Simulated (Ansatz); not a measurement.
Here is the system:

```
CELL_PARAMETERS angstrom
     -1.59466     1.59466     1.59466
      1.59466    -1.59466     1.59466
      1.59466     1.59466    -1.59466
ATOMIC_POSITIONS crystal
  Mo 0.00000 0.00000 0.00000
```

No spin polarisation.

All numbers come from LDA (Ansatz, a program for electronic structure, PAW, no spin-orbit coupling). Settings: 30×30×30 k-points, 0.1 eV Fermi–Dirac smearing.

Predict the band gap, pressure and space group.

Band gap: zero
Pressure: -18.5 GPa
Space group: Im-3m (No. 229)

The cells carry an imposed strain or load. Stability against distortions was not tested. All final runs are without spin polarisation. The cell was made from Mo in the bcc (W type) structure (space group Im-3m, No. 229) by this change: isotropic strain +2.50 %.
